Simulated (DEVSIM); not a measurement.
abrupt GaAs p-n junction

Structure: abrupt GaAs p-n junction, at 300 K.

```tsv
layer (left to right)	material	thickness (μm)	Nd (cm⁻³)	Na (cm⁻³)	τn (s)	τp (s)
1	GaAs	0.400	-	9.9e16	8.4e-8	8.4e-8
2	GaAs	120	1.1e15	-	8.4e-8	8.4e-8
```

Left contact: ohmic. Right contact: ohmic. Voltage is applied to the left contact. Recombination: SRH at mid-gap. Mobility is μmin + (μ − μmin)/(1 + (N/Nref)^α).

This is a model device: material constants are rounded textbook-type values typed into the input, and sizes, dopings and lifetimes were drawn at random. Values at 300 K.

| parameter | GaAs |
|---|---|
| gap (eV) | 1.424 |
| affinity (eV) | 4.07 |
| permittivity | 12.9 |
| Nc (cm⁻³) | 4.7e17 |
| Nv (cm⁻³) | 9e18 |
| μn (cm²/Vs) | 8500 |
| μp (cm²/Vs) | 400 |
| μn,min | 500 |
| μp,min | 20 |
| Nref,n | 6e16 |
| Nref,p | 1.5e17 |
| αn | 0.39 |
| αp | 0.38 |

DEVSIM, 1D drift-diffusion, Boltzmann statistics, complete ionisation; no tunnelling, impact ionisation, image-force lowering or self-heating.

The potential step across the device at zero bias is 1.151 V. The largest field in the device at zero bias is 22000 V/cm. The dark forward voltage at 1 A/cm² comes out as 0.994 V and the dark forward voltage at 100 A/cm² comes out as 1.815 V.

Dark reverse current:

| V (V) | J (A/cm²) |
|---|---|
| -0.40 | -6.5e-11 |
| -1.00 | -1.3e-10 |
| -2.00 | -2.2e-10 |
| -3.00 | -2.9e-10 |
| -4.00 | -3.5e-10 |
| -6.00 | -4.6e-10 |
| -8.00 | -5.5e-10 |
| -10.00 | -6.2e-10 |
| -13.00 | -7.3e-10 |
| -16.00 | -8.2e-10 |
| -20.00 | -9.3e-10 |

Small-signal capacitance in reverse bias (quasi-static):

| V (V) | C (nF/cm²) |
|---|---|
| -0.4 | 8.19 |
| -1 | 6.90 |
| -2 | 5.67 |
| -3 | 4.93 |
| -4 | 4.42 |
| -6 | 3.74 |
| -8 | 3.31 |
| -10 | 2.99 |
| -13 | 2.66 |
| -16 | 2.41 |
| -20 | 2.17 |
